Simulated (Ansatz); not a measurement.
Band structure of Y (P6_3/mmc, 2 atoms in the cell).

```yaml
crystal:
  lattice:
    - [1.82500, -3.16099, 0.00000]
    - [1.82500, 3.16099, 0.00000]
    - [0.00000, 0.00000, 5.73000]
  atoms:
    - { symbol: Y, position: [0.33333, 0.66667, 0.25000] }
    - { symbol: Y, position: [0.66667, 0.33333, 0.75000] }
```

Method: PBE, PAW files (plane waves; Ansatz, a first-principles code).

Settings: basis.ecutwfc = 30.9 Ry; kpoints.mp_grid.grid = 10 10 6; hamiltonian.xc = pbe; hamiltonian.pseudopotentials = {kind: paw} (an earlier, softer set of the program's PAW files); scf.occupations.method = fermi_dirac; scf.occupations.width = 0.0073 Ry; kpoints.band_path.npoints = 8.

The starting cell has typed, rounded lattice constants, without a prior relaxation at this level.

Levels in eV from the Fermi level, bands 7 to 14:
| point | 7 | 8 | 9 | 10 | 11 | 12 | 13 | 14 |
|---|---|---|---|---|---|---|---|---|
| Γ | -22.39 | -22.36 | -4.64 | -1.83 | 0.86 | 1.75 | 1.75 | 2.04 |
| M | -22.51 | -22.45 | -1.65 | -1.17 | -0.80 | -0.11 | 1.38 | 1.47 |
| K | -22.60 | -22.59 | -0.68 | -0.65 | -0.65 | -0.44 | 1.07 | 1.07 |
| A | -22.43 | -22.43 | -3.22 | -3.22 | 0.95 | 0.95 | 1.67 | 1.67 |
| L | -22.51 | -22.51 | -1.63 | -1.63 | 0.07 | 0.07 | 1.37 | 1.37 |
| H | -22.46 | -22.46 | -0.37 | -0.37 | -0.36 | -0.36 | 0.40 | 0.40 |

Bands cross the Fermi level along this path, so the cell is metallic at this level.

Keys are those of Ansatz 0.2.
